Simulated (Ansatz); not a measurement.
**Al, response to strain**

Take Al in the fcc (Cu type) structure (space group Fm-3m, No. 225; a = 4.015 Å; relaxed with 0.1 eV smearing) as the base. Axes: x, y, z lie along the cube axes.

Strains are applied to the cell and any free atomic positions relax; under biaxial strain the out-of-plane vector relaxes too.

Calculations: PBEsol (Ansatz, a first-principles code), scalar-relativistic without spin-orbit coupling.

| biaxial strain, plane normal [111], relaxed out of plane (%) | out-of-plane strain (%) |
|---|---|
| 0 | 0.00 |
| 0.42 | -0.42 |
| 0.83 | -0.82 |
| 1.25 | ? |
| 1.67 | -1.59 |
| 2.08 | -1.93 |
| 2.5 | -2.25 |

Task: Fit ε⊥ = −νε + γε² (strains in %) to the rows shown and predict the withheld row.

Result: Least squares on the printed values gives ν = 1.04 (the biaxial Poisson response) and γ = 0.055 (largest residual 0.01 %); this predicts -1.21 %, and the run gives -1.22 %, in agreement.

Stability against distortions was not tested.
